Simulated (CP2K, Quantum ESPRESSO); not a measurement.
A Quantum ESPRESSO input for a self-consistent single point of BiN (P1, 4 atoms in the cell) (DFT, LDA (PW92), plane waves, PseudoDojo standard norm-conserving (LDA) pseudopotentials):

```fortran
&control
   calculation = 'scf',
   prefix = 'BiN',
   outdir = './tmp',
   pseudo_dir = './',
   tprnfor = .true.,
   tstress = .true.,
/
&system
   ibrav = 0,
   nat = 4,
   ntyp = 2,
   ecutwfc = 85,
   occupations = 'smearing',
   smearing = 'fermi-dirac',
   degauss = 0.0036749,
/
&electrons
   conv_thr = 1.0e-11,
   mixing_beta = 0.3,
/
ATOMIC_SPECIES
Bi   208.9804  Bi.upf
N     14.0070  N.upf
CELL_PARAMETERS angstrom
   3.6137450000     0.0000000000     0.0000000000
   0.3459240000     3.6442880000     0.0000000000
   0.0767980000    -0.0019190000     5.3177620000
ATOMIC_POSITIONS crystal
Bi    0.6478750000    0.9076770000    0.9544910000
Bi    0.0974370000    0.3617530000    0.4621250000
N     0.6967530000    0.9372270000    0.5501760000
N     0.0669150000    0.2972140000    0.0441280000
K_POINTS automatic
5 5 3  0 0 0
```

Problem. Write the same calculation as an input for CP2K.

Solution. This is the input that was run; spellings and numerical settings could be chosen otherwise.

```
&GLOBAL
  PROJECT bulk
  RUN_TYPE ENERGY_FORCE
  PRINT_LEVEL LOW
&END GLOBAL
&FORCE_EVAL
  METHOD Quickstep
  STRESS_TENSOR ANALYTICAL
  &DFT
    BASIS_SET_FILE_NAME BASIS_MOLOPT
    POTENTIAL_FILE_NAME GTH_POTENTIALS
    &QS
      METHOD GPW
      EPS_DEFAULT 1E-10
    &END QS
    &MGRID
      CUTOFF 400
      REL_CUTOFF 50
      NGRIDS 4
    &END MGRID
    &SCF
      SCF_GUESS ATOMIC
      EPS_SCF 1E-7
      MAX_SCF 100
      ADDED_MOS 5
      &DIAGONALIZATION
        ALGORITHM STANDARD
      &END DIAGONALIZATION
      &MIXING
        METHOD BROYDEN_MIXING
        ALPHA 0.2
        NBUFFER 10
      &END MIXING
      &SMEAR ON
        METHOD FERMI_DIRAC
        ELECTRONIC_TEMPERATURE [K] 580.23
      &END SMEAR
    &END SCF
    &KPOINTS
      SCHEME MONKHORST-PACK 5 5 3
    &END KPOINTS
    &XC
      &XC_FUNCTIONAL PADE
      &END XC_FUNCTIONAL
    &END XC
    &PRINT
      &MO
        EIGENVALUES T
        OCCUPATION_NUMBERS T
        NDIGITS 8
        FILENAME mo
        &EACH
          QS_SCF 0
        &END EACH
        ADD_LAST NUMERIC
      &END MO
      &MULLIKEN OFF
      &END MULLIKEN
    &END PRINT
  &END DFT
  &SUBSYS
    &CELL
      A 3.61374500 0.00000000 0.00000000
      B 0.34592400 3.64428800 0.00000000
      C 0.07679800 -0.00191900 5.31776200
      PERIODIC XYZ
    &END CELL
    &COORD
      Bi       2.72854530     3.30600473     5.07575597
      Bi       0.51274179     1.31744530     2.45747076
      N        2.88434940     3.41446932     2.92570503
      N        0.34801614     1.08304873     0.23466220
    &END COORD
    &KIND Bi
      BASIS_SET DZVP-MOLOPT-SR-GTH-q5
      POTENTIAL GTH-PADE-q5
    &END KIND
    &KIND N
      BASIS_SET DZVP-MOLOPT-SR-GTH-q5
      POTENTIAL GTH-PADE-q5
    &END KIND
  &END SUBSYS
  &PRINT
    &FORCES ON
    &END FORCES
    &STRESS_TENSOR ON
    &END STRESS_TENSOR
  &END PRINT
&END FORCE_EVAL
```

Basis settings and potentials, where a program has them, do not carry over. This input uses DFT LDA (Pade form), GPW, DZVP-MOLOPT-SR-GTH basis, GTH-PADE potentials (GTH_POTENTIALS). LDA parametrisations can differ slightly between programs.

The starting cell comes from a database of computed structures (which also holds hypothetical and non-ambient phases and stackings), without a prior relaxation at this level. Its lattice was rescaled by a random factor within 2.5 % of one. For this run, on top of that: atoms moved at random.
